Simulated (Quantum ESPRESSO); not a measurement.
The steps of a band-structure calculation for Si5Mo10P (I422, 16 atoms in the cell) with Quantum ESPRESSO.

Computed with LDA (PZ), GBRV 1.5 ultrasoft (LDA) pseudopotentials (plane waves; Quantum ESPRESSO).

Step 1 (scf):

```fortran
&control
 calculation = 'scf'
 outdir = './work'
 pseudo_dir = './'
 tprnfor = .true.
 tstress = .true.
/
&system
 ibrav = 7
 celldm(1) = 18.25628504
 celldm(3) = 0.5102418948
 nat = 16
 ntyp = 3
 ecutwfc = 40
 ecutrho = 320
 occupations = 'smearing'
 smearing = 'fd'
 degauss = 0.0073499
/
&electrons
 conv_thr = 1.0d-10
 mixing_beta = 0.5
/
ATOMIC_SPECIES
Si    28.0850  si_lda_v1.uspp.F.UPF
Mo    95.9500  mo_lda_v1.uspp.F.UPF
P     30.9738  p_lda_v1.5.uspp.F.UPF
ATOMIC_POSITIONS crystal
Si   -0.83516000    0.91758000    0.41758000
Si   -0.50000000    0.08242000    0.91758000
Si   -0.16484000    0.58242000    0.08242000
Si   -0.50000000    0.41758000    0.58242000
Si    0.00000000    0.50000000    0.50000000
Mo   -0.29919000    0.47166000    0.32409000
Mo   -0.14757000    0.17247000    0.47166000
Mo   -0.70081000    0.02490000    0.17247000
Mo   -0.85243000    0.32409000    0.02490000
Mo   -0.14757000    0.97510000    0.67591000
Mo   -0.70081000    0.67591000    0.52834000
Mo   -0.85243000    0.52834000    0.82753000
Mo   -0.29919000    0.82753000    0.97510000
Mo   -0.50000000    0.50000000    0.00000000
Mo   -0.50000000    0.00000000    0.50000000
P     0.00000000    0.00000000    0.00000000
K_POINTS automatic
3 3 3  0 0 0
```

Step 2 (bands):

```fortran
&control
 calculation = 'bands'
 outdir = './work'
 pseudo_dir = './'
 verbosity = 'high'
/
&system
 ibrav = 7
 celldm(1) = 18.25628504
 celldm(3) = 0.5102418948
 nat = 16
 ntyp = 3
 ecutwfc = 40
 ecutrho = 320
 occupations = 'smearing'
 smearing = 'fd'
 degauss = 0.0073499
 nbnd = 97
/
&electrons
 conv_thr = 1.0d-10
 startingwfc = 'random'
 diago_thr_init = 1.0d-6
 diagonalization = 'cg'
/
ATOMIC_SPECIES
Si    28.0850  si_lda_v1.uspp.F.UPF
Mo    95.9500  mo_lda_v1.uspp.F.UPF
P     30.9738  p_lda_v1.5.uspp.F.UPF
ATOMIC_POSITIONS crystal
Si   -0.83516000    0.91758000    0.41758000
Si   -0.50000000    0.08242000    0.91758000
Si   -0.16484000    0.58242000    0.08242000
Si   -0.50000000    0.41758000    0.58242000
Si    0.00000000    0.50000000    0.50000000
Mo   -0.29919000    0.47166000    0.32409000
Mo   -0.14757000    0.17247000    0.47166000
Mo   -0.70081000    0.02490000    0.17247000
Mo   -0.85243000    0.32409000    0.02490000
Mo   -0.14757000    0.97510000    0.67591000
Mo   -0.70081000    0.67591000    0.52834000
Mo   -0.85243000    0.52834000    0.82753000
Mo   -0.29919000    0.82753000    0.97510000
Mo   -0.50000000    0.50000000    0.00000000
Mo   -0.50000000    0.00000000    0.50000000
P     0.00000000    0.00000000    0.00000000
K_POINTS crystal_b
11
  0.00000000   0.00000000   0.00000000   5  ! G
  0.50000000   0.00000000   0.00000000   5  ! X
  0.50000000   0.50000000  -0.50000000   7  ! M
  0.00000000   0.00000000   0.00000000   8  ! G
 -0.31508670  -0.31508670  -0.31508670   5  ! Z
  0.25000000  -0.25000000  -0.25000000   3  ! P
  0.00000000   0.00000000  -0.50000000   4  ! N
  0.31508670   0.31508670  -0.68491330   5  ! Z1
  0.50000000   0.50000000  -0.50000000   1  ! M
  0.50000000   0.00000000   0.00000000   6  ! X
  0.25000000  -0.25000000  -0.25000000   1  ! P
```

Step 3 (bands.x):

```fortran
&bands
 outdir = './work'
 filband = 'bands.dat'
 lsym = .false.
/
```

Output of bands (abridged):

```
     Atomic positions and unit cell read from directory:
     ./work/pwscf.save/
     G-vector sticks info
     --------------------
     sticks:   dense  smooth     PW     G-vecs:    dense   smooth      PW
     Sum        4761    2381    675               149983    53175    8035

     bravais-lattice index     =            7
     lattice parameter (alat)  =      18.2563  a.u.
     unit-cell volume          =    1552.3275 (a.u.)^3
   [... lines left out ...]
     number of k points=    50  Fermi-Dirac smearing, width (Ry)=  0.0073
   [... lines left out ...]
    15.0417  15.2458  15.5540  15.5540  15.8577  16.3136  16.3136  16.3462
    16.4252  16.4299  16.6510  17.2153  17.2153  17.8580  18.2170  18.2170
    18.6423  18.7858  18.8961  18.8961  19.1137  19.2693  19.2693  19.3371
    19.3778  19.8611  20.1827  20.3711  20.3711  20.3850  20.7319  20.8949
    20.8951

          k = 0.1000-0.1000 0.0000 (  6650 PWs)   bands (ev):

   -42.6107 -42.5077 -42.4811 -42.4794 -42.4376 -42.4339 -42.4051 -42.4043
   -42.3820 -42.2551 -17.8827 -16.9879 -16.9574 -16.9496 -16.9401 -16.9226
   -16.9037 -16.8300 -16.8114 -16.7821 -16.7739 -16.6866 -16.6368 -16.6346
   -16.5733 -16.5722 -16.5008 -16.4938 -16.4841 -16.4623 -16.4207 -16.4127
   -16.4032 -16.3915 -16.3886 -16.3839 -16.3721 -16.3619 -16.3472 -15.6553
     5.3033   8.1321   9.5493   9.9372   9.9480  10.5870  11.3076  11.9471
    12.0109  12.7240  13.5234  13.6528  13.8265  13.8292  13.9158  13.9552
    14.0665  14.0849  14.1214  14.2175  14.6542  14.6683  14.7102  14.9591
    15.1138  15.2633  15.5413  15.6262  15.8613  16.2815  16.2982  16.3443
    16.4535  16.4841  16.6774  17.1751  17.2336  17.8289  18.1604  18.1896
    18.5862  18.7598  18.8204  18.9514  19.0933  19.1503  19.2407  19.4044
    19.4458  19.9152  20.1665  20.2575  20.3511  20.4295  20.7251  20.8017
    20.9111

   [... 48 blocks of this kind left out ...]
```

Output of bands.x (abridged):

```
     Reading xml data from directory:

     ./work/pwscf.save/

     G-vector sticks info
     --------------------
     sticks:   dense  smooth     PW     G-vecs:    dense   smooth      PW
     Sum        4761    2381    675               149983    53175    8035

     negative rho (up, down):  1.689E-05 0.000E+00
     Reading collected, re-writing distributed wavefunctions
     high-symmetry point:  0.0000 0.0000 0.0000   x coordinate   0.0000
     high-symmetry point:  0.5000-0.5000 0.0000   x coordinate   0.7071
     high-symmetry point:  1.0000 0.0000 0.0000   x coordinate   1.4142
     high-symmetry point:  0.0000 0.0000 0.0000   x coordinate   2.4142
     high-symmetry point:  0.0000 0.0000-1.2350   x coordinate   3.6493
     high-symmetry point:  0.5000-0.5000-0.9799   x coordinate   4.4010
     high-symmetry point:  0.5000 0.0000-0.9799   x coordinate   4.9010
     high-symmetry point:  1.0000 0.0000-0.7248   x coordinate   5.4623
     high-symmetry point:  1.0000 0.0000 0.0000   x coordinate   6.1871
     high-symmetry point:  0.5000-0.5000 0.0000   x coordinate   6.8942
     high-symmetry point:  0.5000-0.5000-0.9799   x coordinate   7.8742

     Plottable bands (eV) written to file bands.dat.gnu
     Bands written to file bands.dat

   JOB DONE.
```

The starting cell comes from a database of computed structures (which also holds hypothetical and non-ambient phases and stackings), without a prior relaxation at this level. Spin polarisation is off; with an odd number of electrons in the cell that forces a metal, and a magnetic state may lie lower.
